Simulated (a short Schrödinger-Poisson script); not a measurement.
System: gated In0.52Al0.48As/In0.53Ga0.47As modulation-doped gas in a quantum well, at 300 K.

| layer | material | thickness (nm) | Nd (cm⁻³) | Na (cm⁻³) |
|---|---|---|---|---|
| 1 | In0.52Al0.48As | 15 | - | - |
| 2 | In0.52Al0.48As | 20 | 5e17 | - |
| 3 | In0.52Al0.48As | 10 | - | - |
| 4 | In0.53Ga0.47As | 10 | - | - |
| 5 | In0.52Al0.48As | 4000 | - | 1e15 |

The device is made up for the run: typed textbook-type constants, with dimensions and the other settings drawn at random. In0.52Al0.48As: permittivity 12.5, conduction-band edge (eV) 0.52, gap (eV) 1.45, electron mass (mₑ) 0.075, Nv at 300 K (cm⁻³) 1.1e19. In0.53Ga0.47As: permittivity 13.9, conduction-band edge (eV) 0, gap (eV) 0.74, Nv at 300 K (cm⁻³) 7.7e18.

Channel valleys (confinement mass, in-plane density-of-states mass, number): Γ 0.041, 0.041, 1. At the gate the conduction-band edge of layer 1 lies 0.65 eV − eVg above the Fermi level of the channel; the field vanishes at the back. Donor level 0.05 eV below the band edge. The barrier under the gate holds no holes. Gaps are held at their typed values at every temperature. Mesh 0.08 nm at interfaces.

Solved with a short Schrödinger-Poisson script written for these runs: 1D Poisson equation in equilibrium, electrons quantum, Hartree plus LDA exchange-correlation (BenDaniel-Duke, 40 states a valley, the channel's in-plane mass for all, wave functions free to enter the barrier), parabolic valleys, classical holes, donors ionised by Fermi statistics, acceptors fully, no traps, pinning or gate leakage.

The same stack at other levels of the model or other numerical settings:

```json
[
 {"run": "base", "sheet density of all electrons at Vg = 0.4 V (cm⁻²)": "7.01e11", "sheet density of all electrons at Vg = -0.1 V (cm⁻²)": "8.54e10", "capacitance at Vg = 0.4 V (μF/cm²)": "0.219", "centroid of the channel electrons at Vg = 0.4 V (nm)": "4.60", "rough cost against the base": "about 1"},
 {"run": "electrons treated as classical, Boltzmann", "sheet density of all electrons at Vg = 0.4 V (cm⁻²)": "(withheld)", "sheet density of all electrons at Vg = -0.1 V (cm⁻²)": "1.16e11", "capacitance at Vg = 0.4 V (μF/cm²)": "0.231", "centroid of the channel electrons at Vg = 0.4 V (nm)": "(withheld)", "rough cost against the base": "0.02"},
 {"run": "electrons treated as classical, Fermi-Dirac", "sheet density of all electrons at Vg = 0.4 V (cm⁻²)": "7.23e11", "sheet density of all electrons at Vg = -0.1 V (cm⁻²)": "1.10e11", "capacitance at Vg = 0.4 V (μF/cm²)": "0.216", "centroid of the channel electrons at Vg = 0.4 V (nm)": "4.23", "rough cost against the base": "0.07"},
 {"run": "electrons treated as quantum, Hartree", "sheet density of all electrons at Vg = 0.4 V (cm⁻²)": "(withheld)", "sheet density of all electrons at Vg = -0.1 V (cm⁻²)": "7.98e10", "capacitance at Vg = 0.4 V (μF/cm²)": "0.218", "centroid of the channel electrons at Vg = 0.4 V (nm)": "4.61", "rough cost against the base": "0.6"},
 {"run": "mesh six times as coarse", "sheet density of all electrons at Vg = 0.4 V (cm⁻²)": "7.00e11", "sheet density of all electrons at Vg = -0.1 V (cm⁻²)": "8.47e10", "capacitance at Vg = 0.4 V (μF/cm²)": "0.219", "centroid of the channel electrons at Vg = 0.4 V (nm)": "4.59", "rough cost against the base": "0.3"},
 {"run": "one subband a valley", "sheet density of all electrons at Vg = 0.4 V (cm⁻²)": "7.00e11", "sheet density of all electrons at Vg = -0.1 V (cm⁻²)": "8.53e10", "capacitance at Vg = 0.4 V (μF/cm²)": "0.218", "centroid of the channel electrons at Vg = 0.4 V (nm)": "4.59", "rough cost against the base": "0.3"}
]
```

**Question.** Fill in the missing entries.

**Answer.** 
- electrons treated as quantum, Hartree, sheet density of all electrons at Vg = 0.4 V (cm⁻²): 6.86e11
- electrons treated as classical, Boltzmann, sheet density of all electrons at Vg = 0.4 V (cm⁻²): 7.77e11
- electrons treated as classical, Boltzmann, centroid of the channel electrons at Vg = 0.4 V (nm): 3.49

The classical rows ignore confinement, and Boltzmann statistics overrate the density once the band edge passes the Fermi level.
